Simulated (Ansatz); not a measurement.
**Parameter sweep on Si2CaCu2 (I4/mmm, 5 atoms in the cell)**

```yaml
crystal:
  lattice:
    - [-2.02000, 2.02000, 5.00000]
    - [2.02000, -2.02000, 5.00000]
    - [2.02000, 2.02000, -5.00000]
  atoms:
    - { symbol: Si, position: [0.38400, 0.38400, 0.00000] }
    - { symbol: Si, position: [0.61600, 0.61600, 0.00000] }
    - { symbol: Ca, position: [0.00000, 0.00000, 0.00000] }
    - { symbol: Cu, position: [0.75000, 0.25000, 0.50000] }
    - { symbol: Cu, position: [0.25000, 0.75000, 0.50000] }
```

Base run A: LDA (PW92), default PAW files made with PBE in Ansatz (a quantum-chemistry and plane-wave program), self-consistent single point.

Its settings: kpoints.mp_grid.grid = 11 11 11; hamiltonian.xc = lda; hamiltonian.pseudopotentials = {kind: paw} (the program's default PAW files); scf.occupations.method = methfessel_paxton; scf.occupations.width = 0.1 eV.

The starting cell comes from a database of published, mostly measured structures (it also holds non-ambient and calculated ones), without a prior relaxation at this level. Spin polarisation is off. In the base run, with a pressure of about -7 GPa the cell is away from its equilibrium volume at this level. Ansatz's pressure includes its estimate of the finite-basis (Pulay) stress.

ΔF is the free energy per atom less that of run A. 

```tsv
run	kpoints.mp_grid.grid, scf.occupations.width	ΔF (meV/atom)	pressure (GPa)	largest force (eV/Å)	TS (meV/atom)	k-points
A	11 11 11, 0.1 eV	0.00	-6.83	0.777	0.3	126
B	8 8 8, 0.03 eV	-0.54	-6.91	0.733	0.1	59
C	8 8 8, 0.3 eV	-0.78	-6.88	0.751	-0.2	59
D	9 9 9, 0.03 eV	0.09	-6.84	0.794	0.0	75
E	9 9 9, 0.3 eV	-0.64	-6.88	0.801	-0.1	75
F	11 11 11, 0.03 eV	0.17	-6.82	0.773	0.0	126
G	11 11 11, 0.3 eV	-0.49	-6.86	0.771	0.0	126
H	13 13 13, 0.03 eV	-0.92	-6.88	0.751	0.0	196
I	13 13 13, 0.3 eV	-0.90	-6.88	0.772	-0.7	196
```

Run B against A: The free energy hardly moves (within 1 meV/atom), the pressure hardly changes (-6.83 to -6.91 GPa) and the largest force goes from 0.777 to 0.733 eV/Å.

Run D against A: The free energy stays essentially unchanged (within 1 meV/atom), the pressure moves little (-6.83 to -6.84 GPa) and the largest force goes from 0.777 to 0.794 eV/Å.

Keys are those of Ansatz 0.2.
